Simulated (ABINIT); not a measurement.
Worked example: self-consistent single point of Tc₃Sn (P-6m2, 4 atoms in the cell) in ABINIT.

Level of theory: PBEsol, norm-conserving pseudopotentials (PseudoDojo nc-sr-04 PBEsol standard) (plane waves; ABINIT 10.0.3).

The change in words: lattice scaled by 0.98. Reference geometry:
```xyz
4
Lattice="2.8825 0.0000 0.0000 -1.4412 2.4963 0.0000 0.0000 0.0000 8.4599" Properties=species:S:1:pos:R:3 pbc="T T T"
Tc     0.0000     0.0000     4.2300
Tc     0.0000     1.6642     2.2146
Tc     0.0000     1.6642     6.2453
Sn     0.0000     0.0000     0.0000
```

Reference input (self-consistent single point, DFT, PBEsol, plane waves, norm-conserving pseudopotentials (PseudoDojo nc-sr-04 PBEsol standard)): pseudos = [Tc.upf, Sn.upf]; ecut = 42 Ha; occopt = 3; tsmear = 0.05 eV; ngkpt = 12 12 4; nshiftk = 1; shiftk = 0 0 0; potentials = PseudoDojo nc-sr-04 PBEsol standard; nband = 39; kptopt = 1; nstep = 80; tolvrs = 1e-12. This run's input differs from it in these lines:

```diff
@@ -3,6 +3,6 @@
 pseudos "Tc.upf, Sn.upf"
-acell 5.4470674701 5.4470674701 15.9869280568
+acell 5.3381261016 5.3381261016 15.6671901760
 rprim
-         1.0000000000    0.0000000023    0.0000000000
-        -0.5000000020    0.8660254026    0.0000000000
+         1.0000000000   -0.0000000624    0.0000000000
+        -0.4999999460    0.8660254350    0.0000000000
          0.0000000000    0.0000000000    1.0000000000
```

Log, with long lists cut:

```
--- !BeginCycle
solver: {iscf: 7, nstep: 80, nline: 4, wfoptalg: 0, }
tolerances: {tolvrs: 1.00E-12, }
...

     iter   Etot(hartree)      deltaE(h)  residm     vres2
 ETOT  1  -332.43740049268    -3.324E+02 2.448E-01 1.444E+04
 ETOT  2  -332.80427164960    -3.669E-01 8.766E-02 7.684E+03
 ETOT  3  -332.48254590438     3.217E-01 1.552E-02 1.211E+04
 ETOT  4  -333.07924633043    -5.967E-01 5.340E-03 2.775E+00
 ETOT  5  -333.07949061122    -2.443E-04 4.393E-03 5.827E+00
   [... 4 lines left out ...]
 ETOT 10  -333.07963494944    -9.027E-11 2.008E-03 5.501E-08
 ETOT 11  -333.07963494944    -1.421E-12 4.393E-03 1.659E-09
 ETOT 12  -333.07963494944    -1.251E-12 1.722E-03 1.744E-12
 ETOT 13  -333.07963494944     3.411E-13 2.602E-03 1.567E-13
 At SCF step   13       vres2   =  1.57E-13 < tolvrs=  1.00E-12 =>converged.

 Cartesian components of stress tensor (hartree/bohr^3)
  sigma(1 1)= -7.68142093E-04  sigma(3 2)=  0.00000000E+00
  sigma(2 2)= -7.68142094E-04  sigma(3 1)=  0.00000000E+00
  sigma(3 3)= -9.11543381E-04  sigma(2 1)=  1.82990334E-12

 ----iterations are completed or convergence reached----

 reduced coordinates (array xred) for    4 atoms
       0.000000000000      0.000000000000      0.500000000000
       0.333333333333      0.666666666667      0.261780000000
       0.333333333333      0.666666666667      0.738220000000
       0.000000000000      0.000000000000      0.000000000000
 cartesian forces (eV/Angstrom) at end:
    1      0.00000000000000    -0.00000000000000    -0.00000000000000
   [... lines left out ...]
 Fermi (or HOMO) energy (eV) =  15.81684   Average Vxc (eV)= -14.32472
   [... lines left out ...]
total_energy        : -3.33079634949441E+02
total_energy_eV     : -9.06355780255792E+03
band_energy         : -1.74025690423949E+01
...

-Cartesian components of stress tensor (GPa)         [Pressure=  2.4006E+01 GPa]
- sigma(1 1)= -2.25995168E+01  sigma(3 2)=  0.00000000E+00
- sigma(2 2)= -2.25995169E+01  sigma(3 1)=  0.00000000E+00
- sigma(3 3)= -2.68185277E+01  sigma(2 1)=  5.38376061E-08

 Calculation completed.
```

The run converged in 13 iterations. Against the reference run the free energy goes up by 78.9 meV/atom, the pressure goes from 5.17 to 24.01 GPa and the largest force goes from 0.159 to 0.492 eV/Å.

The starting cell comes from a database of computed structures (which also holds hypothetical and non-ambient phases and stackings), without a prior relaxation at this level. Its lattice was rescaled by a random factor within 2.5 % of one. For this run, on top of that: lattice scaled by 0.98. Spin polarisation is off. With a pressure of about 24 GPa the cell is away from its equilibrium volume at this level.

Cost on one core of a shared machine: roughly 5 min.
